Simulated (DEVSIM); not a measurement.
Structure: Al/HfO2/n-Si capacitor, at 300 K.

| layer (left to right) | material | thickness (nm) | Nd (cm⁻³) |
|---|---|---|---|
| 1 | HfO2 | 24.0 | - |
| 2 | Si | 6100 | 9e15 |

Metal gate on the left, work function 4.1 eV. Fixed charge at the semiconductor interface 2.6e10 cm⁻² (in units of +e); no interface traps.

Constants are typed, rounded textbook-type inputs, not results; the design itself was drawn at random and stands for no fabricated device. Values at 300 K.

| parameter | HfO2 | Si |
|---|---|---|
| gap (eV) | 5.7 | 1.124 |
| affinity (eV) | 2.5 | 4.05 |
| permittivity | 22 | 11.7 |
| Nc (cm⁻³) | - | 2.86e19 |
| Nv (cm⁻³) | - | 3.1e19 |

Simulated with DEVSIM: 1D Poisson equation in equilibrium, Boltzmann statistics, complete ionisation; no quantum confinement or tunnelling. Metal contacts follow the ideal Schottky-Mott rule: no Fermi-level pinning, no interface dipoles.

The interface trap density was swept, all else fixed.

```csv
interface trap density (cm^-2 eV^-1),threshold voltage (band bending 2φF) (V),flat-band voltage (V),minimum of the low-frequency capacitance (μF/cm²)
0,-0.92,-0.16,0.0353
1e10,-0.92,-0.16,0.0368
1e11,-0.93,-0.15,0.0497
3e11,-0.93,-0.13,0.0769
1e12,-0.95,-0.05,0.159
2e12,-0.98,0.06,0.248
```

From the first row to the last the threshold voltage (band bending 2φF) goes from -0.92 to -0.98. From the first row to the last the flat-band voltage goes from -0.16 to 0.06.
